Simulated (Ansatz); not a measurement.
A relaxation of cell and atoms of SnP₃ (R-3m, 8 atoms in the cell) with Ansatz (a quantum-chemistry and plane-wave program).

Level of theory: PBEsol, PAW files made with PBE (plane waves; Ansatz).

```
CELL_PARAMETERS angstrom
      3.77964     2.18218     3.69964
     -3.77964     2.18218     3.69964
      0.00000    -4.36435     3.69964
ATOMIC_POSITIONS crystal
  Sn 0.74595 0.74595 0.74595
  Sn 0.25405 0.25405 0.25405
  P  0.20089 0.20089 0.74082
  P  0.79910 0.79910 0.25918
  P  0.74082 0.20089 0.20089
  P  0.25918 0.79910 0.79910
  P  0.20089 0.74082 0.20089
  P  0.79910 0.25918 0.79910
```

Reference input (self-consistent single point, DFT, PBEsol, plane waves, PAW files made with PBE): kpoints.mp_grid.grid = 4 4 4; hamiltonian.xc = pbesol; hamiltonian.pseudopotentials = {kind: paw} (an earlier, softer set of the program's PAW files); scf.occupations.method = gaussian; scf.occupations.width = 0.1 eV. This run's input differs from it in these lines:

```diff
@@ -26,2 +26,4 @@
     width: 0.1
+relax:
+  cell: {}
 output:
```

Output, abridged:

```
   [... SCF lines of the steps left out ...]
relax step   1: F+E_penalty+E_count = -16339.98318849 eV  Δ(F+E_penalty+E_count) = +0.000e0 eV  max|allowed force component| = 2.048e-1 eV/Å  Δτ_max = 0.0000 Å  P = -5.670 GPa  Ω = 183.084 Å³  (9 SCF iters, dr2 threshold 1.00e-7 eV, accepted)
relax step   2: F+E_penalty+E_count = -16340.32932163 eV  Δ(F+E_penalty+E_count) = -3.461e-1 eV  max|allowed force component| = 1.832e-1 eV/Å  Δτ_max = 0.0559 Å  P = +0.726 GPa  Ω = 159.938 Å³  energy of the carried Pulay correction = +1.212e-3 eV  [...]
   [... lines left out ...]
relax step  15: F+E_penalty+E_count = -16340.37542733 eV  Δ(F+E_penalty+E_count) = -2.031e-4 eV  max|allowed force component| = 4.565e-3 eV/Å  Δτ_max = 0.0036 Å  P = +0.003 GPa  Ω = 156.660 Å³  energy of the carried Pulay correction = +1.397e-3 eV  [...]
relax step  16: F+E_penalty+E_count = -16340.37452813 eV  Δ(F+E_penalty+E_count) = +8.992e-4 eV  max|allowed force component| = 4.562e-3 eV/Å  Δτ_max = 0.0000 Å  P = +0.001 GPa  Ω = 156.660 Å³  stress off target by 1.03e-2 GPa  SCF on the basis [...]
basis re-selected at this cell: Δ(F+E_penalty+E_count) = +8.992e-4 eV, ΔP = -0.003 GPa vs the last step
the relaxation is at rest under the 12 symmetry operations that the run kept from its start: a minimum is not shown …
Stability not checked: this state was not tested for a lower state beside it, because too few of the mixer's solves of this state at the end of the SCF gave a …
Free energy (F): -16340.374528 eV
Internal energy: -16340.369180 eV  (E = F + TS)
   [... lines left out ...]
Fermi energy:    9.536350 eV
  cell:  # Å, volume = 156.6599 Å³
   [... lines left out ...]
    - { symbol: P, position: [0.7532269156089736, 0.208901151045221, 0.20890115104522092] }
    - { symbol: P, position: [0.24677308439102646, 0.791098848954779, 0.791098848954779] }
    - { symbol: P, position: [0.208901151045221, 0.7532269156089736, 0.20890115104522092] }
    - { symbol: P, position: [0.791098848954779, 0.24677308439102646, 0.791098848954779] }
```

The run converged. 

Summary of the result:
- Free energy E − TS (on the zero of these files): -16340.3745 eV
- Fermi level (on the code's own zero): 9.54 eV
- Pressure: 0.00 GPa
- Largest force (vector length): 0.005 eV/Å
- Final cell: a = b = c = 5.399 Å, α = β = γ = 86.72°
- Final volume per atom: 19.58 Å³
- Relaxation steps: 16

The starting cell comes from a database of computed structures (which also holds hypothetical and non-ambient phases and stackings), without a prior relaxation at this level. Its lattice was rescaled by a random factor within 2.5 % of one. The relaxation keeps the symmetry of its start, so its end need not be a minimum. Ansatz's pressure includes its estimate of the finite-basis (Pulay) stress. The run gives no clean gap (levels at the Fermi energy touch, overlap or are partly filled at this smearing), which alone does not show that the compound is a metal.

Cost on one core of a shared machine: roughly 3 min.

Keys are those of Ansatz 0.2.
